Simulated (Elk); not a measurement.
Worked example: self-consistent single point of HfC (I4mm, 2 atoms in the cell) in Elk.

Method: Elk with LDA (PW92), all-electron FP-LAPW, Elk's shipped species files, APW+lo basis with extra local orbitals.

```xyz
2
Lattice="0.0000 2.3316 2.3316 2.3316 0.0000 2.3316 2.3316 2.3316 0.0000" Properties=species:S:1:pos:R:3 pbc="T T T"
Hf     0.0000     0.0000     0.0500
C      2.3316     2.3316     2.3316
```

Reference input (self-consistent single point, DFT, LDA (PW92), all-electron FP-LAPW, Elk's shipped species files, APW+lo basis with extra local orbitals): xctype = 3; rgkmax = 7.5; stype = 3; swidth = 0.00367493 Ha; ngridk = 6 6 6; tforce = true; gmaxvr = 18 1/bohr; lmaxapw = 10; lmaxo = 8; nxlo = 2; lorbcnd = true; lradstp = 2. This run's input differs from it in these lines:

```diff
@@ -66,3 +66,3 @@
 ngridk
-  6 6 6
+  7 7 7
```

Output, abridged:

```
│ Self-consistent loop started │
│ Loop number : 1 │
 total energy                :     -15116.4479092
│ Loop number : 2 │
 total energy                :     -15117.1063329
RMS change in Kohn-Sham potential (target) :   0.2323404463     (  0.1000000000E-05)
Absolute change in total energy (target)   :   0.6584237294     (  0.1000000000E-03)
│ Loop number : 3 │
 total energy                :     -15120.3214527
RMS change in Kohn-Sham potential (target) :   0.1783913868     (  0.1000000000E-05)
Absolute change in total energy (target)   :    3.379725742     (  0.1000000000E-03)
│ Loop number : 4 │
   [... lines left out ...]
Absolute change in total energy (target)   :   0.1921431312E-02 (  0.1000000000E-03)
│ Loop number : 14 │
 total energy                :     -15126.7027110
RMS change in Kohn-Sham potential (target) :   0.3565355158E-06 (  0.1000000000E-05)
Absolute change in total energy (target)   :   0.3552506896E-03 (  0.1000000000E-03)
│ Loop number : 15 │
 total energy                :     -15126.7027071
RMS change in Kohn-Sham potential (target) :   0.1425076339E-06 (  0.1000000000E-05)
Absolute change in total energy (target)   :   0.8494731446E-04 (  0.1000000000E-03)
Convergence targets achieved

│ Loop number : 16 │

Energies :
 Fermi                       :     0.423757222464
 total energy                :     -15126.7027149

Density of states at Fermi energy :    9.780321169
 (states/Hartree/unit cell)

Estimated indirect band gap :   0.2156252945E-02
 from k-point     29 to k-point     64
Estimated direct band gap   :   0.2581625924E-02
 at k-point     64

Charges :
 core                        :    48.00000000
 valence                     :    30.00000000
 interstitial                :    3.664701470
 muffin-tins (core leakage)
  species :    1 (Hf)
   atom    1                 :    69.71924662     (  0.4512183246E-05)
  species :    2 (C)
   atom    1                 :    4.616051913     (  0.2629898316E-04)
 total in muffin-tins        :    74.33529853
   [... lines left out ...]
   total force               :     0.00000000    0.00000000   -0.00661145
   total magnitude           :     0.00661145
 species :    2 (C)
  atom :    1
   Hellmann-Feynman          :     0.00000000    0.00000000    0.00307480
   IBS                       :     0.00000000    0.00000000    0.00353665
   total force               :     0.00000000    0.00000000    0.00661145
   total magnitude           :     0.00661145
```

The run converged in 16 iterations. The count includes the last loop, which Elk runs after its targets are met. Against the reference run the free energy falls by 2.4 meV/atom.

The starting cell has typed, rounded lattice constants, without a prior relaxation at this level. Its lattice was rescaled by up to half a per cent. One atom was moved a little off its site on purpose. Spin-orbit coupling is off. Values depend on the basis (sphere radii, cutoffs, local orbitals), which need not be converged. The log's line on a gap gives a spacing of levels on this mesh, which the program prints for metals too.

Cost on one core of a shared machine: roughly 2 min.
